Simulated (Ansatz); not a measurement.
# Worked example: self-consistent single point of Zn₆Mo (I4mm, 7 atoms in the cell) in Ansatz

Level of theory: LDA (PW92), default PAW files made with PBE (plane waves; Ansatz, a quantum-chemistry and plane-wave program).

The input file:

Ansatz 0.2 input:
```yaml
crystal:
  lattice:
    - [0.000000, 3.825161, 3.825161]
    - [3.825161, 0.000000, 3.825161]
    - [3.825161, 3.825161, 0.000000]
  atoms:
    - { symbol: Zn, position: [0.500000, 0.500000, 0.000000] }
    - { symbol: Zn, position: [0.000000, 0.000000, 0.500000] }
    - { symbol: Zn, position: [0.000000, 0.500000, 0.500000] }
    - { symbol: Zn, position: [0.500000, 0.000000, 0.000000] }
    - { symbol: Zn, position: [0.500000, 0.000000, 0.500000] }
    - { symbol: Zn, position: [0.000000, 0.500000, 0.000000] }
    - { symbol: Mo, position: [0.006536, 0.006536, -0.006536] }
basis:
  ecutwfc: 30.9 Ry
kpoints:
  mp_grid: { grid: [4, 4, 4] }
hamiltonian:
  xc: lda
  pseudopotentials: { kind: paw }
scf:
  occupations: { method: fermi_dirac, width: 0.0073 Ry }
output:
  forces: true
  eigenvalues: true
  stress: true
```

Output (repeated stretches shortened):

```
WARN ansatz: RAYON_NUM_THREADS=1 ignored (pool sized by the plan → 1); use --threads N
Pseudopotentials: kind: paw
Pseudopotential: Zn, paw, valence charge 12
Pseudopotential: Mo, paw, valence charge 14
Crystal: 7 atoms, lattice volume = 111.938 Å³
Basis set: ecut = 420.4159175005146 eV, 2133 PW (Γ)
Bands: 52, of which v1, the nominal top of the filled ones, is band 43 counted from 1 (42 counted from 0)
Symmetry: 8 space group operations
Space group: I4mm (ITA 107), of the structure as read, at distance tolerance 4.8e-5 Å
k-points: 13 of 64 (time reversal used)
PAW frozen core: Zn, regenerated for the run's functional, and the local potential with it
PAW frozen core: Mo, regenerated for the run's functional, and the local potential with it
Initial density: superposition of atomic densities (neutral atoms: chi_scale 0, normalization atom), corrected by the library's trained network
Initial wavefunctions: pseudopotential atomic-orbital guess
Eigensolver: davidson
Functional: x = slater, c = lda
SCF iter   1: F=—  HF=-24320.530781 eV  |F-HF|=—  |Δ(HF+E_count)|=         —  Δρ=1.26e-2  dr2=3.29e-1  ethr=1.77e-3  ⟨swp⟩=9.6  Hψ=2991  notcnv=0  defer=3
all-band conjugate gradients solve this SCF's bands
preconditioner: auto → LDOS
SCF iter   2: F=—  HF=-24320.523858 eV  |F-HF|=—  |Δ(HF+E_count)|=   6.92e-3  Δρ=1.17e-2  dr2=1.08e-1  ethr=3.83e-4  ⟨swp⟩=2.0  Hψ=1370  notcnv=0  defer=27
SCF iter   3: F=—  HF=-24320.482416 eV  |F-HF|=—  |Δ(HF+E_count)|=   4.14e-2  Δρ=2.26e-3  dr2=3.43e-3  ethr=1.26e-4  ⟨swp⟩=2.0  Hψ=1244  notcnv=0  defer=27
SCF iter   4: F=—  HF=-24320.482043 eV  |F-HF|=—  |Δ(HF+E_count)|=   3.72e-4  Δρ=1.05e-3  dr2=1.90e-3  ethr=3.99e-6  ⟨swp⟩=2.0  Hψ=1206  notcnv=0  defer=17
SCF iter   5: F=—  HF=-24320.481817 eV  |F-HF|=—  |Δ(HF+E_count)|=   2.27e-4  Δρ=3.39e-4  dr2=1.66e-4  ethr=2.21e-6  ⟨swp⟩=2.0  Hψ=678  notcnv=0  defer=17
SCF iter   6: F=—  HF=-24320.481797 eV  |F-HF|=—  |Δ(HF+E_count)|=   1.99e-5  Δρ=7.70e-5  dr2=7.59e-6  ethr=1.93e-7  ⟨swp⟩=2.1  Hψ=758  notcnv=0  defer=17
SCF iter   7: F=—  HF=-24320.481802 eV  |F-HF|=—  |Δ(HF+E_count)|=   5.40e-6  Δρ=2.18e-5  dr2=4.15e-7  ethr=8.83e-9  ⟨swp⟩=2.2  Hψ=1201  notcnv=0  defer=17
SCF iter   8: F=-24320.481802 eV  HF=-24320.481802 eV  |F-HF|=9.03e-8  |Δ(HF+E_count)|=   5.58e-8  Δρ=9.73e-6  dr2=7.44e-8  ethr=1.16e-10  ⟨swp⟩=10.4  Hψ=3520  notcnv=0
SCF 1 converged in 8 iterations: F = -24320.481802 eV  dr2 = 7.44e-8
SCF converged after 8 iterations
Free energy (F): -24320.481802 eV
Harris-Foulkes:  -24320.481802 eV  (|F-HF|=9.03e-8)
Internal energy: -24320.365773 eV  (E = F + TS)
E sigma→0 (E₀):  -24320.423788 eV
Entropy (-TS):   -0.116029 eV (-16.576 meV/atom)
Fermi energy:    10.427155 eV
--- Per-component energies (eV) ---
  E_band       = 126.129279
  E_kinetic    = 1231.248884
  E_local      = -10768.531226  (includes V_loc(G=0)·N_el)
  E_nonlocal   = 3824.708384
  E_hartree    = 4445.594781
  E_xc         = -999.740017
  E_vxc        = -554.552713  (∫ρ·V_xc dr)
  E_paw        = -13604.429659  (= ΣΔE_a)
  E_vpaw       = -2497.928327  (= ΣTr[D̂ρ^β])
  E_aug_tail   = -0.002041  (compensation charges beyond the density's cutoff)
  E_ewald      = -8459.030542
  E_core_change = 9.815664  (= ΣΔE_core)
  E_smearing   = -0.116029  (= −TS)
  E_closure    = -0.000000  (closes the sum)
  Σ components = -24320.481802   (vs F -24320.481802, Δ=0.00e0)
--- Forces (eV/Å), atoms counted from 1 ---
  atom   1  Zn     0.00000000     0.00000000     0.03592905
  atom   2  Zn     0.00000000    -0.00000000     0.03592905
  atom   3  Zn     0.00000000    -0.08176223     0.12748298
  atom   4  Zn     0.00000000     0.08176223     0.12748298
  atom   5  Zn    -0.08176223     0.00000000     0.12748298
  atom   6  Zn     0.08176223     0.00000000     0.12748298
  atom   7  Mo    -0.00000000     0.00000000    -0.58173168
  max |Σ_I F_I| component: 5.83e-5 eV/Å
--- Stress (GPa, compression-positive) ---
       -6.866669       0.000000       0.000000
        0.000000      -6.866669       0.000000
        0.000000       0.000000      -6.867574
  P = ⅓ Tr σ = -6.8670 GPa (-68.670 kbar)
  The stress holds the Pulay correction. Without it, at fixed plane waves, as pw.x and ABINIT print it: P = -6.9191 GPa
--- Band table (eV; the first three rows and the last of 13) ---
  k-point 0: bands = ["-49.2948", "-23.4569", "-23.4561", "-23.4561", "1.3922", "2.9429", "2.9434", "2.9444", "2.9444", "3.1235", "3.1239", "3.1239", "3.2231", "3.2240", "3.2766", "3.6288", "3.6288", "3.6296", "3.8435", "3.8435", "3.8457", "3.9851", [...]
  k-point 1: bands = ["-49.2948", "-23.4586", "-23.4571", "-23.4566", "1.8556", "2.9637", "3.0831", "3.1026", "3.1037", "3.1654", "3.2183", "3.2186", "3.3412", "3.3422", "3.3835", "3.6143", "3.6148", "3.7272", "3.7369", "3.8735", "3.8884", "3.8900", [...]
  k-point 2: bands = ["-49.2947", "-23.4606", "-23.4577", "-23.4572", "2.6989", "2.8234", "3.2664", "3.2680", "3.2913", "3.3525", "3.3532", "3.3781", "3.3901", "3.6022", "3.6036", "3.6145", "3.6549", "3.6554", "3.8928", "3.8934", "3.8942", "3.8948", [...]
  k-point 12: bands = ["-49.2947", "-23.4611", "-23.4582", "-23.4582", "2.8355", "3.2355", "3.3360", "3.3534", "3.3534", "3.4434", "3.5767", "3.5767", "3.5835", "3.5943", "3.6457", "3.6725", "3.7041", "3.7041", "3.7221", "3.7221", "3.7532", [...]
```

The run converged in 8 iterations.

The starting cell comes from a database of computed structures (which also holds hypothetical and non-ambient phases and stackings), without a prior relaxation at this level. Its lattice was rescaled by up to half a per cent. One atom was moved a little off its site on purpose. Spin polarisation is off. With a pressure of about -7 GPa the cell is away from its equilibrium volume at this level. Ansatz's pressure includes its estimate of the finite-basis (Pulay) stress.
